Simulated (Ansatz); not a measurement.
A self-consistent single point of TePb2Se (R3m, 4 atoms in the cell) with Ansatz (a first-principles code)

Method: LDA (PW92), default PAW files made with PBE (plane waves; Ansatz).

Input as run:

Ansatz 0.2 input:
```yaml
# TePb2Se
crystal:
  lattice:
    - [2.23586400, 1.29087700, 7.29832200]
    - [-2.23586400, 1.29087700, 7.29832200]
    - [0.00000000, -2.58175400, 7.29832200]
  atoms:
    - { symbol: Te, position_ang: [-0.00000000, 0.00000000, 10.99749110] }
    - { symbol: Pb, position_ang: [0.00000000, 0.00000000, 16.30509360] }
    - { symbol: Pb, position_ang: [-0.00000000, 0.00000000, 5.58987240] }
    - { symbol: Se, position_ang: [0.00000000, 0.00000000, 0.00000000] }
basis:
  ecutwfc: 420.0
kpoints:
  mp_grid:
    grid: [7, 7, 7]
hamiltonian:
  xc: lda
  pseudopotentials:
    kind: paw
scf:
  occupations:
    method: fixed
output:
  forces: true
  eigenvalues: true
  stress: true
```

Log, with long lists cut:

```
WARN ansatz: RAYON_NUM_THREADS=1 ignored (pool sized by the plan → 1); use --threads N
basis.fft_grid_basis auto: the FFT boxes are laid along the combinations [[1, 0, -1], [0, 1, -1], [0, 0, 1]] of the cell's own vectors, 4.472, 4.472 and 7.742 …
Pseudopotentials: kind: paw
Pseudopotential: Te, paw, valence charge 16
Pseudopotential: Pb, paw, valence charge 14
Pseudopotential: Se, paw, valence charge 16
Crystal: 4 atoms, lattice volume = 126.388 Å³
Basis set: ecut = 420 eV, 2467 PW (Γ), FFT grids on a1−a3, a2−a3, a3
Bands: 36, of which v1, the nominal top of the filled ones, is band 30 counted from 1 (29 counted from 0)
Symmetry: 6 space group operations
Space group: R3m (ITA 160), of the structure as read, at distance tolerance 5.0e-5 Å
k-points: 44 of 343 (time reversal used)
PAW frozen core: Te, regenerated for the run's functional, and the local potential with it
PAW frozen core: Pb, regenerated for the run's functional, and the local potential with it
PAW frozen core: Se, regenerated for the run's functional, and the local potential with it
Initial density: superposition of atomic densities (neutral atoms: chi_scale 0, normalization atom), corrected by the library's trained network
Initial wavefunctions: pseudopotential atomic-orbital guess
Eigensolver: davidson
Functional: x = slater, c = lda
SCF iter   1: F=—  HF=-35416.852132 eV  |F-HF|=—  |Δ(HF+E_count)|=         —  Δρ=4.18e-3  dr2=1.66e-2  ethr=1.77e-3  ⟨swp⟩=5.0  Hψ=5360  notcnv=0  defer=149
all-band conjugate gradients solve this SCF's bands
preconditioner: auto → Resta (q_TF=auto, 2.410 Å⁻¹)
SCF iter   2: F=—  HF=-35416.843511 eV  |F-HF|=—  |Δ(HF+E_count)|=   8.62e-3  Δρ=2.17e-3  dr2=3.47e-3  ethr=2.76e-5  ⟨swp⟩=3.1  Hψ=3070  notcnv=0  defer=172
SCF iter   3: F=—  HF=-35416.842539 eV  |F-HF|=—  |Δ(HF+E_count)|=   9.73e-4  Δρ=4.01e-4  dr2=2.67e-4  ethr=5.79e-6  ⟨swp⟩=2.0  Hψ=2492  notcnv=0  defer=172
SCF iter   4: F=—  HF=-35416.842493 eV  |F-HF|=—  |Δ(HF+E_count)|=   4.56e-5  Δρ=1.49e-4  dr2=3.06e-5  ethr=4.45e-7  ⟨swp⟩=2.0  Hψ=1911  notcnv=0  defer=166
SCF iter   5: F=—  HF=-35416.842493 eV  |F-HF|=—  |Δ(HF+E_count)|=   2.43e-8  Δρ=5.69e-5  dr2=9.59e-6  ethr=5.10e-8  ⟨swp⟩=2.0  Hψ=2840  notcnv=0  defer=116
SCF iter   6: F=—  HF=-35416.842490 eV  |F-HF|=—  |Δ(HF+E_count)|=   3.41e-6  Δρ=1.24e-5  dr2=1.19e-7  ethr=1.60e-8  ⟨swp⟩=2.0  Hψ=2840  notcnv=0  defer=116
SCF iter   7: F=-35416.842490 eV  HF=-35416.842490 eV  |F-HF|=1.15e-8  |Δ(HF+E_count)|=   1.10e-8  Δρ=4.10e-6  dr2=1.80e-8  ethr=1.67e-10  ⟨swp⟩=11.8  Hψ=9281  notcnv=0
SCF 1 converged in 7 iterations: F = -35416.842490 eV  dr2 = 1.80e-8
SCF converged after 7 iterations
Free energy (F): -35416.842490 eV
Harris-Foulkes:  -35416.842490 eV  (|F-HF|=1.15e-8)
Internal energy: -35416.842490 eV  (E = F + TS)
E sigma→0 (E₀):  -35416.842490 eV
Fermi energy:    8.249613 eV
--- Per-component energies (eV) ---
  E_band       = -771.889192
  E_kinetic    = 875.858776
  E_local      = -6013.000680  (includes V_loc(G=0)·N_el)
  E_nonlocal   = -185.761111
  E_hartree    = 2929.226887
  E_xc         = -666.147614
  E_vxc        = -470.715267  (∫ρ·V_xc dr)
  E_paw        = -26538.829799  (= ΣΔE_a)
  E_vpaw       = -836.717060  (= ΣTr[D̂ρ^β])
  E_aug_tail   = -0.000719  (compensation charges beyond the density's cutoff)
  E_ewald      = -5820.928826
  E_core_change = 2.740596  (= ΣΔE_core)
  E_smearing   = -0.000000  (= −TS)
  E_closure    = 0.000000  (closes the sum)
  Σ components = -35416.842490   (vs F -35416.842490, Δ=0.00e0)
--- Forces (eV/Å), atoms counted from 1 ---
  atom   1  Te     0.00000000    -0.00000000    -0.14314088
  atom   2  Pb     0.00000000     0.00000000    -0.02233028
  atom   3  Pb     0.00000000     0.00000000     0.04051257
  atom   4  Se     0.00000000     0.00000000     0.12499196
  max |Σ_I F_I| component: 3.34e-5 eV/Å
--- Stress (GPa, compression-positive) ---
       -2.581014       0.000000       0.000000
        0.000000      -2.581014      -0.000000
        0.000000       0.000000      -2.567185
  P = ⅓ Tr σ = -2.5764 GPa (-25.764 kbar)
  The stress holds the Pulay correction. Without it, at fixed plane waves, as pw.x and ABINIT print it: P = -2.6006 GPa
--- Band table (eV; the first three rows and the last of 44) ---
  k-point 0: bands = ["-38.9909", "-38.9909", "-38.9802", "-38.9802", "-38.9753", "-27.7764", "-27.7764", "-27.7753", "-27.7610", "-27.7610", "-8.3934", "-8.3934", "-8.3760", "-8.3702", "-8.3702", "-8.3433", "-8.3433", "-8.3278", "-8.3138", [...]
  k-point 1: bands = ["-38.9909", "-38.9909", "-38.9803", "-38.9802", "-38.9753", "-27.7764", "-27.7764", "-27.7752", "-27.7610", "-27.7608", "-8.4016", "-8.3900", "-8.3739", "-8.3709", "-8.3687", "-8.3501", "-8.3406", "-8.3249", "-8.3162", [...]
  k-point 2: bands = ["-38.9909", "-38.9909", "-38.9803", "-38.9803", "-38.9753", "-27.7765", "-27.7764", "-27.7750", "-27.7609", "-27.7604", "-8.4205", "-8.3855", "-8.3767", "-8.3686", "-8.3627", "-8.3620", "-8.3370", "-8.3242", "-8.3140", [...]
  k-point 43: bands = ["-38.9909", "-38.9909", "-38.9803", "-38.9802", "-38.9753", "-27.7764", "-27.7764", "-27.7752", "-27.7610", "-27.7608", "-8.3998", "-8.3893", "-8.3751", "-8.3698", "-8.3667", "-8.3519", "-8.3415", "-8.3238", "-8.3172", [...]
```

The run converged in 7 iterations.

The starting cell comes from a database of computed structures (which also holds hypothetical and non-ambient phases and stackings), without a prior relaxation at this level. Its lattice was rescaled by up to half a per cent. One atom was moved a little off its site on purpose. Spin-orbit coupling is off. Ansatz's pressure includes its estimate of the finite-basis (Pulay) stress. Another mesh or the band path of this cell gives a smaller gap, so this value is not converged in the mesh.
